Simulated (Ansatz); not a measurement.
Consider Mg in the hcp (Mg type) structure (space group P6_3/mmc, No. 194; a = 3.195 Å, c = 5.197 Å; relaxed with 0.1 eV smearing).

All numbers come from PBE (Ansatz, a program for electronic structure), spin-orbit coupling left out.

Before the change:

| Item | Result |
|---|---|
| Pressure | 0.0 GPa |
| Band gap | zero |

Perturbation: the cell is scaled by 1.0250 in all directions, atoms relaxed at fixed cell.

Question: How does this affect the pressure, energy relative to the base and band gap?

Answer: The pressure (mean of the normal stresses, compression positive) goes from zero to -2.3 GPa; the energy rises by 13 meV/atom; the band gap is still zero.

The cells carry an imposed strain or load. No phonon test of stability was made.
